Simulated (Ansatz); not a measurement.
Base system: TaN in the rock salt structure (space group Fm-3m, No. 225; a = 4.375 Å; relaxed with 0.1 eV smearing). Axes: x, y, z lie along the cube axes.

Method: plane-wave PAW DFT at the PBEsol level (Ansatz, a first-principles code, 420 eV), without spin-orbit coupling, earlier PAW set.

The change: a pure shear with ε_xz = ε_zx = -0.0386, atoms relaxed at fixed cell.

**Question.** Predict the stress tensor and what it implies for the stiffness.

**Answer.** Stress of the strained cell less that of the base (GPa, compression positive):
```
    1.6     0.0     5.1
    0.0    -0.9     0.0
    5.1     0.0     1.6
```

Then −Δσ/γ with γ = 2ε = -0.0772 gives secant stiffness values (nonlinear terms included at this strain): C55 ≈ 65 GPa.

As a check, the harmonic strain energy −½ V₀ Δσ:ε is 13 meV/atom; the computed energy rise is 13 meV/atom.

Whether these cells are dynamically stable was not tested. The final runs are not spin-polarised. This is not the structure that TaN has at room temperature and ambient pressure.
